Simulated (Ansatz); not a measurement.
Cell and atoms of amorphous Ti20O43Y2:

```
Ti20Y2O43
1.0
    9.64832     0.08606    -0.01501
    0.08606     9.21149    -0.30458
   -0.01501    -0.30458     9.90925
Ti O Y
20 43 2
Direct
  0.39397   0.56697   0.74978
  0.86759   0.04018   0.95666
  0.82548   0.26519   0.22971
  0.80484   0.34840   0.55816
  0.19191   0.40679   0.96510
  0.45095   0.20943   0.79118
  0.84483   0.71302   0.52376
  0.42817   0.20504   0.11093
  0.76079   0.91487   0.27289
  0.83579   0.37617   0.87883
  0.02912   0.60729   0.73200
  0.41872   0.85953   0.99852
  0.46707   0.43351   0.42500
  0.15112   0.28851   0.41191
  0.66365   0.59709   0.12224
  0.10125   0.17977   0.71452
  0.05566   0.54449   0.27237
  0.58062   0.90852   0.74275
  0.50268   0.74236   0.44347
  0.07365   0.76021   0.05938
  0.85390   0.24741   0.01041
  0.25696   0.24567   0.81580
  0.65437   0.78168   0.57849
  0.02338   0.40540   0.83542
  0.76432   0.07102   0.16386
  0.59397   0.91094   0.35278
  0.00741   0.33090   0.27019
  0.33519   0.30118   0.49547
  0.99736   0.70354   0.88695
  0.72372   0.42254   0.20421
  0.23992   0.81148   0.00369
  0.09249   0.74676   0.25351
  0.43144   0.59840   0.55183
  0.32775   0.51950   0.92957
  0.25474   0.28370   0.09027
  0.85692   0.54125   0.64359
  0.89738   0.58708   0.38774
  0.07683   0.53637   0.08148
  0.20464   0.48613   0.36183
  0.17996   0.03875   0.62052
  0.20953   0.57271   0.69841
  0.78373   0.73849   0.17389
  0.72899   0.94636   0.85130
  0.62900   0.39986   0.50450
  0.34758   0.85563   0.44399
  0.87817   0.88830   0.41553
  0.77510   0.27609   0.72104
  0.03196   0.28957   0.56100
  0.52278   0.71924   0.07152
  0.48410   0.27012   0.28024
  0.52248   0.07500   0.64367
  0.52749   0.24882   0.96168
  0.73377   0.52516   0.95592
  0.42075   0.01103   0.13638
  0.48126   0.74059   0.80212
  0.52250   0.59413   0.31188
  0.44808   0.99845   0.86556
  0.98579   0.08372   0.82395
  0.19376   0.10169   0.35477
  0.48480   0.39017   0.73603
  0.80556   0.21649   0.40704
  0.00809   0.76215   0.60686
  0.97888   0.93530   0.06242
  0.11751   0.89539   0.44386
  0.42424   0.08064   0.41970
```

Methods: PBE, scalar-relativistic without spin-orbit coupling (Ansatz, a quantum-chemistry and plane-wave program); r2SCAN, scalar-relativistic without spin-orbit coupling (Ansatz); HSE06, scalar-relativistic without spin-orbit coupling (Ansatz). Neutral PBE cell, which sets geometry, pressure and energy: sampling: a 2×2×2 Γ-centred mesh; Fermi-Dirac width 0.02 eV; no spin polarisation. Exact exchange is cut at the faces of this 9 Å cell, which leaves hybrid gaps a finite-size error.

The cell was made by melting and quenching with the CHGNet potential and then relaxed with DFT. O atoms were pushed apart under 1.9 Å during the dynamics, to hinder bonds among them. The hot cell started wider than the set density and was brought back towards it in steps. It is the lowest in DFT energy of 2 quenches. It is a model cell: composition and starting density were chosen by hand, and all elements were melted together. No dispersion term was used. Its density started from a set value of 3.74 and ended at 3.44 g/cm³. The quench (nominally 240 K/ps over its main leg) was far faster than any real one, so the model tends to hold more defects than a real film. One small periodic cell is one sample of the glass; other quenches scatter about these values. Volume and shape were free in the relaxation.

**Question.** Give the pressure and the spacing of the highest filled and lowest empty levels.

**Answer.** 
The pressure on a 2×2×2 Γ-centred mesh comes out as 0.04 GPa and the largest force and stress component on that mesh (the relaxation ran on the zone centre alone) comes out as 0.12 eV/Å and 0.1 GPa. The gap on a 2×2×2 Γ-centred mesh (PBE) is 2.72 eV and the gap at the zone centre (PBE) is 2.81 eV. The gap at the zone centre (r2SCAN) is 3.17 eV. The gap at the zone centre (HSE06) is 4.35 eV and the distance between the nearest levels spread over more than a fifth of the atoms or a third of the atoms of their main element (six at least) (PBE, zone centre) is 2.81 eV.

**Question.** At PBE and the zone centre, how localised are the states just below and above the Fermi level (participation number: the atoms over which a state spreads)?

**Answer.** The highest filled state is spread over 13.6 atoms' worth, largest on O61, with weights by element (charge in smoothed Voronoi cells) O 0.94, Ti 0.06, Y 0.00. The lowest empty state is spread over 17.4 atoms' worth, largest on Ti18, with weights by element (charge in smoothed Voronoi cells) Ti 0.81, O 0.19, Y 0.00.

Cut-offs for bonds: Ti-Ti 3.12 Å, Ti-O 2.48 Å, Ti-Y 3.43 Å, O-O 1.58 Å, O-Y 2.82 Å, Y-Y 3.74 Å. Two cations that share two anions don't count as bonded, nor two that share one unless they lie closer than Ti-Ti 3.04 Å, Ti-Y 3.34 Å, Y-Y 3.64 Å.

Added carriers, by PBE, scalar-relativistic without spin-orbit coupling (Ansatz) on the zone centre alone. Charged cells keep the cell fixed and stand in a uniform background, with no image correction, at a width of 0.01 eV; where the count is odd the moment is locked at 1 μB, unless the neutral cell bore moments. Each starts from the undistorted neutral geometry alone. PBE's self-interaction favours spread-out carriers, so it can miss traps that a hybrid finds.

**Question.** What happens at PBE when the cell takes an extra electron and the atoms relax?

**Answer.** Relaxation lowers the charged cell by 0.07 eV. The largest moves are O57 0.11 Å, O52 0.08 Å, O43 0.07 Å, O55 0.07 Å. The level that holds the added charge spreads over 8.0 atoms' worth, most on Ti18 (weight 0.28): a partly localised carrier. No bond crosses its cut-off with a change of over 0.15 Å (metal-metal contacts aside). Made neutral again at that geometry, the cell lies +0.23 eV from the neutral start.

**Question.** What happens at PBE when the cell takes a hole and the atoms relax?

**Answer.** Relaxation lowers the charged cell by 0.22 eV. The largest moves are O61 0.19 Å, Ti4 0.13 Å, O33 0.12 Å, O44 0.09 Å. The level that was emptied spreads over 4.3 atoms' worth, most on O61 (weight 0.35): a localised (trapped) carrier, which neighbours of that atom can share. No bond crosses its cut-off with a change of over 0.15 Å (metal-metal contacts aside). Made neutral again at that geometry, the cell lies +0.68 eV from the neutral start.
